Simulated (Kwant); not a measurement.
Device: six-terminal Hall bar in a GaN two-dimensional gas. Effective mass 0.22 mₑ, grid spacing 5.8 nm, hard walls, nominal width 150 nm (25 grid rows, so walls 150.8 nm apart), one parabolic valley, scattering region 390 nm long along x; energies count from the band bottom; Fermi energy swept from 0.00057 to 0.00456 eV. Four side probes 75 nm wide, two on each edge; current runs along x; the sign of the Hall resistance is a convention. Perpendicular field 2 T, also in the leads; orbital effect alone.

Constants are typed, rounded textbook-type inputs, not results; the design itself was drawn at random and stands for no fabricated device.

Kwant, effective-mass tight-binding model on a square grid, one spin, coherent transport at 0 K. Resistances are in h/e².

### Question
How many Landau levels lie under the Fermi energy, and what Hall resistance follows, at 0.773 meV and 2.00 T; 1.11 meV and 2.00 T; 3.14 meV and 2.00 T; 4.15 meV and 2.00 T?

### Answer
ħωc = ħeB/m = 0.526 meV a tesla; levels lie at (n + ½)ħωc. E/ħωc = 0.73 gives 1 level and h/(1e²) = 1.000; simulated 1.000. E/ħωc = 1.06 gives 1 level and h/(1e²) = 1.000; simulated 1.000. E/ħωc = 2.98 gives 3 levels and h/(3e²) = 0.333; simulated 0.333. E/ħωc = 3.95 gives 4 levels and h/(4e²) = 0.250; simulated 0.250.
